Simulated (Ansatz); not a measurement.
## What tensor shear ε_xy = +1.14 % does to MgS

The parent structure is MgS in the rock salt structure (space group Fm-3m, No. 225; a = 5.1820 Å). Axes: x, y, z lie along the cube axes.

Modification: a pure shear with ε_xy = ε_yx = 0.0114; the atoms relax in the strained cell.

Calculations: PBEsol/PAW in Ansatz (a first-principles code), no SOC. k-mesh 11×11×11 (Γ-centred); smearing 0.05 eV (Fermi–Dirac).

- Volume per atom: 17.39 Å³ (base 17.39 Å³)
- Space group: Immm (No. 71) (base Fm-3m (No. 225))
- Shortest interatomic distance: 2.591 Å (base 2.591 Å)
- Energy relative to the base (free energy F): +1.5 meV/atom
- Pressure (mean of the normal stresses, compression positive): 0.01 GPa (base 0.00 GPa)
- Band gap: 2.60 eV (base 2.73 eV)
- Gap character: indirect, Γ → X
- Smallest direct gap: 3.57 eV (base 3.69 eV)
- Valence-band top at Γ (three highest levels, from the VBM): 0.00, -0.11, -0.21 eV (base 0.00, 0.00, 0.00 eV)
- Stress (xx, yy, zz, yz, xz, xy; compression positive): (0.02, 0.02, -0.02, 0.00, 0.00, -1.24) GPa

Final structure:

```xyz
2
Lattice="0.0295 2.5910 2.5910 2.5910 0.0295 2.5910 2.6205 2.6205 0.0000" Properties=species:S:1:pos:R:3 pbc="T T T"
Mg     0.0000     0.0000     0.0000
S      2.6205     2.6205     2.5910
```

No phonon test of stability was made. Labels are those of the standard path for the cell's own space group.
